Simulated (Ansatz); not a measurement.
An Ansatz (an electronic-structure program) run: MgB2C2; PBEsol (Ansatz; PAW; 420 eV plane waves; scalar-relativistic without spin-orbit coupling).

Input:

Ansatz 0.2 input:
```yaml
crystal:
  lattice:
    - [4.6167723187, 0, 0]
    - [0, 7.1693704417, 0]
    - [0, 0, 2.7659664702]
  atoms:
    - { symbol: Mg, position: [0.5, 0.5, 0.5] }
    - { symbol: Mg, position: [0, 0, 0] }
    - { symbol: B, position: [0.8844554058, 0.7295287882, 0.5] }
    - { symbol: B, position: [0.1155445942, 0.2704712118, 0.5] }
    - { symbol: B, position: [0.3844554058, 0.7704712118, 0] }
    - { symbol: B, position: [0.6155445942, 0.2295287882, 0] }
    - { symbol: C, position: [0.7840305608, 0.2207407377, 0.5] }
    - { symbol: C, position: [0.2159694392, 0.7792592623, 0.5] }
    - { symbol: C, position: [0.2840305608, 0.2792592623, 0] }
    - { symbol: C, position: [0.7159694392, 0.7207407377, 0] }
basis: { ecutwfc: 420, ecutrho_ratio: 4, xc_grid: 2, fft_grid_basis: typed }
kpoints: { mp_grid: { grid: [7, 5, 12] } }
hamiltonian:
  xc: pbesol
  dispersion: none
  pseudopotentials: { kind: paw }
scf: { occupations: { method: fermi_dirac, width: 0.05 }, convergence: { dr2_threshold: 0.000000001 } }
output: { forces: true, stress: true }
```

Output (explanatory and most iteration lines left out):

```
Pseudopotential: Mg, paw, valence charge 10
Pseudopotential: B, paw, valence charge 3
Pseudopotential: C, paw, valence charge 4
Crystal: 10 atoms, lattice volume = 91.552 Å³
Basis set: ecut = 420 eV, 1769 PW (Γ), exchange–correlation on 64×96×40 points (8 copies of the dense FFT grid, shifted against one another)
Bands: 34, of which v1, the nominal top of the filled ones, is band 24 counted from 1 (23 counted from 0)
Symmetry: 8 space group operations
Space group: Pnnm (ITA 58), of the structure as read, at distance tolerance 4.5e-5 Å
k-points: 84 of 420
Functional: x = pbesol(κ = 0.804, μ = 0.12345679012345678), c = pbesol(β = 0.046)
SCF iter   1: F=—  HF=-5422.930563 eV  |F-HF|=—  |Δ(HF+E_count)|=         —  Δρ=5.95e-3  dr2=1.83e-2  ethr=1.77e-3  ⟨swp⟩=6.5  Hψ=13887  notcnv=0  defer=80
SCF iter   2: F=—  HF=-5422.927898 eV  |F-HF|=—  |Δ(HF+E_count)|=   2.67e-3  Δρ=3.37e-3  dr2=6.12e-3  ethr=3.82e-5  ⟨swp⟩=1.5  Hψ=3632  notcnv=0  defer=212
SCF 1 converged in 8 iterations: F = -5422.927085 eV  dr2 = 5.75e-10
SCF converged after 8 iterations
Free energy (F): -5422.927085 eV
Internal energy: -5422.927085 eV  (E = F + TS)
E sigma→0 (E₀):  -5422.927085 eV
Entropy (-TS):   -0.000000 eV (-0.000 meV/atom)
Fermi energy:    8.732733 eV
--- Forces (eV/Å), atoms counted from 1 ---
  atom   1  Mg     0.00000000     0.00000000     0.00000000
  atom   2  Mg     0.00000000    -0.00000000     0.00000000
  atom   3  B      0.00001538     0.00193848     0.00000000
  atom   4  B     -0.00001538    -0.00193848     0.00000000
  atom   5  B      0.00001538    -0.00193848     0.00000000
  atom   6  B     -0.00001538     0.00193848     0.00000000
  atom   7  C     -0.00023610    -0.00031406     0.00000000
  atom   8  C      0.00023610     0.00031406     0.00000000
  atom   9  C     -0.00023610     0.00031406     0.00000000
  atom  10  C      0.00023610    -0.00031406     0.00000000
--- Stress (GPa, compression-positive) ---
        0.007741       0.000000       0.000000
        0.000000      -0.005247       0.000000
        0.000000       0.000000       0.004264
  P = ⅓ Tr σ = 0.0023 GPa (0.023 kbar)
```

Whether these cells are dynamically stable was not tested. The cell is MgB2C2 (space group Pnnm, No. 58; a cell from a computed database, its experimental status unchecked).
